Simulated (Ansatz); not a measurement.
The starting structures come from a database of crystals and need not be the phases stable at ambient conditions.

 Where the default PAW files enter, the runs use the earlier of Ansatz's two default sets.

Evanescent states of KSrCO3F (P-6m2, not sure to be the ambient phase, 7 atoms a cell, 16.7 Å³ an atom, -3 GPa at this level) along the normal of (100)

Method: r2SCAN (plane waves, PAW; Ansatz, a quantum-chemistry and plane-wave program).

The gap is the functional's own, uncorrected, and κ follows it; spin-orbit coupling is left out. Mid-gap values are interpolated between the computed energies.

Energies count from the valence-band top; κ is the least over a 6×6 mesh across the current.

```tsv
E (eV)	κ (1/Å)	where
0.11	0.188	off Γ
0.33	0.304	off Γ
0.55	0.370	off Γ
0.77	0.415	off Γ
0.99	0.449	off Γ
1.21	…	off Γ
1.43	…	Γ
1.65	…	Γ
1.87	…	Γ
2.09	…	Γ
2.31	…	Γ
2.53	…	Γ
2.75	…	Γ
2.97	…	Γ
3.19	…	Γ
3.41	…	Γ
3.63	0.375	Γ
3.85	0.340	Γ
4.07	0.296	Γ
4.29	0.239	Γ
4.51	0.155	Γ
```

**Question.** What belongs in the gaps?

**Answer.** 
- 1.21, κ (1/Å): 0.476
- 1.43, κ (1/Å): 0.486
- 1.65, κ (1/Å): 0.489
- 1.87, κ (1/Å): 0.488
- 2.09, κ (1/Å): 0.486
- 2.31, κ (1/Å): 0.480
- 2.53, κ (1/Å): 0.472
- 2.75, κ (1/Å): 0.460
- 2.97, κ (1/Å): 0.445
- 3.19, κ (1/Å): 0.427
- 3.41, κ (1/Å): 0.403
